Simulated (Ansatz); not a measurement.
The parent structure is SnTe in the rock salt structure (space group Fm-3m, No. 225).

```xyz
2
Lattice="0.0000 3.1848 3.1848 3.1848 0.0000 3.1848 3.1848 3.1848 0.0000" Properties=species:S:1:pos:R:3 pbc="T T T"
Te     0.0000     0.0000     0.0000
Sn     3.1848     3.1848     3.1848
```

Cartesian axes are those of the cell as printed.

Method: Ansatz (a quantum-chemistry and plane-wave program), r2SCAN, PAW, cutoff 500 eV, scalar-relativistic without spin-orbit coupling.

The change: an isotropic linear strain of +1.49 %; the atoms relax in the strained cell.

**Question.** Predict the stress tensor and what it implies for the stiffness.

**Answer.** Stress of the strained cell less that of the base (GPa, compression positive):
```
  -1.77    0.00    0.00
   0.00   -1.77    0.00
   0.00    0.00   -1.77
```

Then B = −ΔP/(ΔV/V₀) with ΔV/V₀ = 0.0454 gives secant stiffness values (nonlinear terms included at this strain): B ≈ 39 GPa.

As a check, the harmonic strain energy −½ V₀ Δσ:ε is 8.0 meV/atom; the computed energy rise is 8.4 meV/atom.

No phonon test of stability was made.
